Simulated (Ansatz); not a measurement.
The reference is HfS₂ in the CdI2 type structure (space group P-3m1, No. 164; a = 3.6057 Å, c = 5.7676 Å; layered, stacked along the Cartesian z axis).

Level of theory: PBE-D3(BJ)/PAW in Ansatz (a first-principles code), no spin-orbit coupling.

Free-standing slabs (3 atom(s) a layer) normal to the stacking axis with 15 Å of vacuum; in-plane cell relaxed.

One change was made to it. Results:

The smallest direct gap rises by 0.197 eV to 2.00 eV; the gap character amounts to indirect, Γ → M; the excess energy per area of both faces (slab less bulk energy over the cell's area: twice a surface energy) comes out as 0.41 J/m²; the valence-band top at Γ (three highest levels, from the VBM) comes out as 0.00, 0.00, -0.09 eV.

Name the change that was made.
(A) 1 layer
(B) 3 layers
(C) 2 layers

C, 2 layers. For comparison, the valence-band top at Γ in the other runs: 1 layer gives 0.00, 0.00, -0.93 eV; 3 layers gives 0.00, 0.00, -0.05 eV.

Slab and bulk use different k-meshes, which limits the precision of the excess energy. Spin-orbit coupling, missing from the scalar runs, can matter with Hf. No phonon test of stability was made.
